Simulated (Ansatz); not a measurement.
For InP (model structure, started from the BeO type, P4₂/mnm, No. 136, 8 atoms in the cell), LDA in Ansatz (plane waves, PAW) gives:

| Quantity | Value |
|---|---|
| lattice parameter a | 7.110 Å |
| c axis length | 4.127 Å |
| bulk modulus | 64.6 GPa |
| cohesive energy | 3.89 eV/atom |
| band gap | 0.72 eV |

Question: What does PBEsol in Ansatz (plane waves, PAW) give for the same quantities?

Answer: 
- lattice constant a: 7.175 Å (rises by 0.9 %)
- lattice parameter c: 4.162 Å (goes up by 0.8 %)
- bulk modulus: 60.8 GPa (falls by 5.9 %)
- cohesive energy: 3.46 eV/atom (falls by 0.43 eV/atom)
- band gap: 0.72 eV (stays essentially unchanged)

Changes are worked out from the printed values.

Unless a cell is named, each level is at its own relaxed cell (LDA 26.08, PBEsol 26.78 Å³/atom).

Levels without +SOC leave out spin–orbit coupling, which shifts energies and cells of such heavy elements.

Spin–orbit coupling is included only where a level's name says +SOC; with heavier elements it mostly lowers gaps and can invert bands. Density-functional gaps are differences of (generalised) Kohn–Sham levels.

Caveats: the bulk modulus is −V dP/dV from two relaxed cells at ±2 % in volume (LDA, PBEsol). Ansatz's density-functional and Hartree–Fock values are scalar-relativistic unless marked +SOC, with PAW data made under PBE.

A model structure was made by putting elements into a prototype or built by hand; it is no filed structure, need not be a known phase, and can be a saddle point held by its symmetry.

Ansatz is a program for electronic structure.
